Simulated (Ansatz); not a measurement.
Consider this model of amorphous Si24O49Zn.

```yaml
crystal:
  lattice:
    - [10.36299, 0.00000, 0.00000]
    - [0.00000, 10.36299, 0.00000]
    - [0.00000, 0.00000, 10.36299]
  atoms:
    - { symbol: Si, position: [0.29369, 0.39996, 0.63434] }
    - { symbol: Si, position: [0.19612, 0.65909, 0.28940] }
    - { symbol: Si, position: [0.54340, 0.32136, 0.01320] }
    - { symbol: Si, position: [0.14383, 0.99232, 0.94203] }
    - { symbol: Si, position: [0.16290, 0.21167, 0.26835] }
    - { symbol: Si, position: [0.09267, 0.72348, 0.82163] }
    - { symbol: Si, position: [0.49905, 0.03095, 0.36344] }
    - { symbol: Si, position: [0.66671, 0.80257, 0.63981] }
    - { symbol: Si, position: [0.78296, 0.96291, 0.46671] }
    - { symbol: Si, position: [0.71439, 0.40864, 0.77125] }
    - { symbol: Si, position: [0.09099, 0.57982, 0.54733] }
    - { symbol: Si, position: [0.27395, 0.93962, 0.21139] }
    - { symbol: Si, position: [0.71734, 0.63466, 0.13903] }
    - { symbol: Si, position: [0.50531, 0.05461, 0.63506] }
    - { symbol: Si, position: [0.46103, 0.53285, 0.20549] }
    - { symbol: Si, position: [0.40633, 0.31217, 0.37346] }
    - { symbol: Si, position: [0.75296, 0.19664, 0.59110] }
    - { symbol: Si, position: [0.80728, 0.67539, 0.87739] }
    - { symbol: Si, position: [0.33985, 0.19160, 0.84707] }
    - { symbol: Si, position: [0.90688, 0.16203, 0.35418] }
    - { symbol: Si, position: [0.96987, 0.17774, 0.07054] }
    - { symbol: Si, position: [0.79280, 0.35255, 0.12505] }
    - { symbol: Si, position: [0.92922, 0.54974, 0.30441] }
    - { symbol: Si, position: [0.51862, 0.57818, 0.68169] }
    - { symbol: O, position: [0.80264, 0.29608, 0.70190] }
    - { symbol: O, position: [0.65215, 0.99518, 0.38014] }
    - { symbol: O, position: [0.42865, 0.21766, 0.97602] }
    - { symbol: O, position: [0.73787, 0.72438, 0.01228] }
    - { symbol: O, position: [0.14488, 0.43998, 0.60172] }
    - { symbol: O, position: [0.73816, 0.49236, 0.07704] }
    - { symbol: O, position: [0.76772, 0.81709, 0.51782] }
    - { symbol: O, position: [0.19901, 0.63542, 0.44516] }
    - { symbol: O, position: [0.42814, 0.01068, 0.50393] }
    - { symbol: O, position: [0.48730, 0.44111, 0.33170] }
    - { symbol: O, position: [0.87809, 0.40648, 0.25325] }
    - { symbol: O, position: [0.88629, 0.29494, 0.00572] }
    - { symbol: O, position: [0.12984, 0.87934, 0.83390] }
    - { symbol: O, position: [0.10650, 0.23491, 0.12377] }
    - { symbol: O, position: [0.36191, 0.31018, 0.52422] }
    - { symbol: O, position: [0.65094, 0.27387, 0.12103] }
    - { symbol: O, position: [0.55852, 0.69977, 0.59153] }
    - { symbol: O, position: [0.20335, 0.12424, 0.88150] }
    - { symbol: O, position: [0.61894, 0.34420, 0.87795] }
    - { symbol: O, position: [0.37225, 0.53588, 0.64257] }
    - { symbol: O, position: [0.32089, 0.60075, 0.21382] }
    - { symbol: O, position: [0.19975, 0.81373, 0.26624] }
    - { symbol: O, position: [0.80195, 0.52406, 0.82996] }
    - { symbol: O, position: [0.00042, 0.04193, 0.99710] }
    - { symbol: O, position: [0.62265, 0.46305, 0.65435] }
    - { symbol: O, position: [0.48655, 0.18498, 0.33095] }
    - { symbol: O, position: [0.95733, 0.70918, 0.89810] }
    - { symbol: O, position: [0.80114, 0.23800, 0.44432] }
    - { symbol: O, position: [0.80789, 0.04927, 0.60067] }
    - { symbol: O, position: [0.46232, 0.44817, 0.06991] }
    - { symbol: O, position: [0.81908, 0.65480, 0.25869] }
    - { symbol: O, position: [0.42853, 0.94356, 0.25089] }
    - { symbol: O, position: [0.06549, 0.58995, 0.23355] }
    - { symbol: O, position: [0.57044, 0.64552, 0.19596] }
    - { symbol: O, position: [0.07406, 0.68072, 0.66787] }
    - { symbol: O, position: [0.95784, 0.55422, 0.46147] }
    - { symbol: O, position: [0.24355, 0.94503, 0.05659] }
    - { symbol: O, position: [0.59069, 0.93293, 0.68227] }
    - { symbol: O, position: [0.04894, 0.22450, 0.37659] }
    - { symbol: O, position: [0.52144, 0.61523, 0.83444] }
    - { symbol: O, position: [0.21443, 0.06530, 0.28323] }
    - { symbol: O, position: [0.40963, 0.09052, 0.75101] }
    - { symbol: O, position: [0.30679, 0.32741, 0.77342] }
    - { symbol: O, position: [0.19205, 0.63460, 0.90095] }
    - { symbol: O, position: [0.59608, 0.18095, 0.60245] }
    - { symbol: O, position: [0.87054, 0.16380, 0.19822] }
    - { symbol: O, position: [0.75108, 0.76253, 0.76222] }
    - { symbol: O, position: [0.90704, 0.00444, 0.38010] }
    - { symbol: O, position: [0.27278, 0.31927, 0.28969] }
    - { symbol: Zn, position: [0.36048, 0.61304, 0.89781] }
```

Methods: PBE, scalar-relativistic without spin-orbit coupling (Ansatz, an electronic-structure program); r2SCAN, scalar-relativistic without spin-orbit coupling (Ansatz); HSE06, scalar-relativistic without spin-orbit coupling (Ansatz). Neutral PBE cell, which sets geometry, pressure and energy: sampling: a 2×2×2 Γ-centred mesh; Fermi-Dirac width 0.02 eV; no spin polarisation. Exact exchange is cut at the faces of this 10 Å cell, which leaves hybrid gaps a finite-size error.

Preparation: random packing, a CHGNet melt and quench, and a DFT relaxation. O atoms were pushed apart under 1.9 Å during the dynamics, to hinder bonds among them. The hot cell started wider than the set density and was brought back towards it in steps. It is the lowest in DFT energy of 2 quenches. It is a model cell: composition and starting density were chosen by hand, and all elements were melted together. No dispersion term was used. Its density started from a set value of 2.27 and ended at 2.27 g/cm³. Cooling (nominally 400 K/ps over its main leg) ran many orders faster than in experiment, which tends to leave more defects and strain. Values belong to this one cell and scatter from quench to quench. The volume was held where the preparation left it.

**Question.** Give the pressure and the spacing of the highest filled and lowest empty levels.

**Answer.** 
| Quantity | Value |
|---|---|
| Pressure on a 2×2×2 Γ-centred mesh | 1.19 GPa |
| Largest force and stress component on that mesh (the relaxation ran on the zone centre alone) | 0.03 eV/Å and 2.3 GPa |
| Level gap on a 2×2×2 Γ-centred mesh (PBE) | 4.78 eV |
| Level gap at the zone centre (PBE) | 4.80 eV |
| Level gap at the zone centre (r2SCAN) | 5.40 eV |
| Level gap at the zone centre (HSE06) | 6.60 eV |
| Distance between the nearest levels spread over more than a fifth of the atoms or a third of the atoms of their main element (six at least) (PBE, zone centre) | 5.18 eV |

**Question.** At PBE and the zone centre, how localised are the states just below and above the Fermi level (participation number: the atoms over which a state spreads)?

**Answer.** The highest filled state is spread over 4.6 atoms' worth, largest on O64, with weights by element (charge in smoothed Voronoi cells) O 0.89, Zn 0.08, Si 0.03. The lowest empty state is spread over 17.0 atoms' worth, largest on Zn74, with weights by element (charge in smoothed Voronoi cells) O 0.62, Zn 0.21, Si 0.17.

At PBE the levels at the filled edge of the gap are localised (band-tail or defect states), and the nearest spread-out levels lie 5.2 eV apart at the zone centre.

Cut-offs for bonds: Si-Si 2.60 Å, Si-O 1.90 Å, Si-Zn 2.56 Å, O-O 1.58 Å, O-Zn 2.26 Å, Zn-Zn 2.68 Å. Two cations that share two anions don't count as bonded, nor two that share one unless they lie closer than Si-Si 2.38 Å, Si-Zn 2.49 Å, Zn-Zn 2.61 Å.

Added carriers, by PBE, scalar-relativistic without spin-orbit coupling (Ansatz) on the zone centre alone. Charged cells keep the cell fixed and stand in a uniform background, with no image correction, at a width of 0.01 eV; where the count is odd the moment is locked at 1 μB, unless the neutral cell bore moments. Each starts from the undistorted neutral geometry alone. PBE's self-interaction favours spread-out carriers, so it can miss traps that a hybrid finds.

**Question.** What happens at PBE when the cell takes an extra electron and the atoms relax?

**Answer.** Relaxation lowers the charged cell by 0.68 eV. The largest moves are Zn74 0.98 Å, O68 0.51 Å, O59 0.18 Å, O51 0.17 Å. The level that holds the added charge spreads over 3.2 atoms' worth, most on Zn74 (weight 0.54): a localised (trapped) carrier, which neighbours of that atom can share. No bond crosses its cut-off with a change of over 0.15 Å (metal-metal contacts aside). Made neutral again at that geometry, the cell lies +1.11 eV from the neutral start.

**Question.** What happens at PBE when the cell takes a hole and the atoms relax?

**Answer.** Relaxation lowers the charged cell by 0.31 eV. The largest moves are Zn74 0.65 Å, O64 0.27 Å, O49 0.19 Å, O41 0.16 Å. The level that was emptied spreads over 5.9 atoms' worth, most on O68 (weight 0.28): a localised (trapped) carrier, which neighbours of that atom can share. Bonds formed: O54-Zn74. Made neutral again at that geometry, the cell lies +0.43 eV from the neutral start.
